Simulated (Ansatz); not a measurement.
We consider TaRh₃ (Pm-3m, No. 221), described by PBEsol (Ansatz, an electronic-structure program, plane waves, PAW).

Settings: plane-wave cutoff 500 eV, 14×14×14 k mesh, Fermi–Dirac smearing 0.1 eV, no spin polarisation, scalar-relativistic PAW data made under PBE.

Computed at the level's own relaxed cell.

Task: Predict the volume per atom and lattice parameter a.

Result: 
- volume per atom: 14.23 Å³/atom
- lattice parameter a: 3.847 Å

The run finds no gap.

Spin–orbit coupling is not included.

Computed values are for the static lattice.

It cost roughly 70 core-seconds of CPU time.
